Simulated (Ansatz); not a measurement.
Results of PBEsol (PAW; Ansatz, a program for electronic structure) for Si3N4 (model structure, started from the spinel Si type, Fd-3m, No. 227, 14 atoms in the cell).

Numerical settings: plane-wave cutoff 520 eV, 8×8×8 k mesh, Fermi–Dirac smearing 0.01 eV, scalar-relativistic PAW data made under PBE.

Cell (relaxed at this level):

```cif
data_N8Si6
_chemical_formula_sum 'Si6 N8'
_space_group_name_H-M_alt 'P 1'
_space_group_IT_number 1
_cell_length_a 5.47562
_cell_length_b 5.47562
_cell_length_c 5.47562
_cell_angle_alpha 60.000
_cell_angle_beta 60.000
_cell_angle_gamma 60.000
loop_
_space_group_symop_operation_xyz
  'x, y, z'
loop_
_atom_site_label
_atom_site_type_symbol
_atom_site_fract_x
_atom_site_fract_y
_atom_site_fract_z
_atom_site_occupancy
Si1 Si 0.62500 0.62500 0.62500 1
Si2 Si 0.12500 0.62500 0.62500 1
Si3 Si 0.62500 0.12500 0.62500 1
Si4 Si 0.62500 0.62500 0.12500 1
Si5 Si 0.25000 0.25000 0.25000 1
Si6 Si 0.00000 0.00000 0.00000 1
N1 N 0.86755 0.86755 0.86755 1
N2 N 0.39735 0.86755 0.86755 1
N3 N 0.86755 0.39735 0.86755 1
N4 N 0.86755 0.86755 0.39735 1
N5 N 0.38245 0.38245 0.38245 1
N6 N 0.85265 0.38245 0.38245 1
N7 N 0.38245 0.85265 0.38245 1
N8 N 0.38245 0.38245 0.85265 1
```

Problem. Estimate the band gap and smallest direct gap on the k points sampled that the calculation returns.

Solution. 
- band gap = 3.29 eV (indirect)
- smallest direct gap on the k points sampled = 3.32 eV

Note: the relaxation could raise the start's symmetry but not lower it, so the cell can be a saddle point.

It cost around 19 core-seconds (rough) of CPU time.

A model structure was made by putting elements into a prototype or built by hand; it is no filed structure, need not be a known phase, and can be a saddle point held by its symmetry.
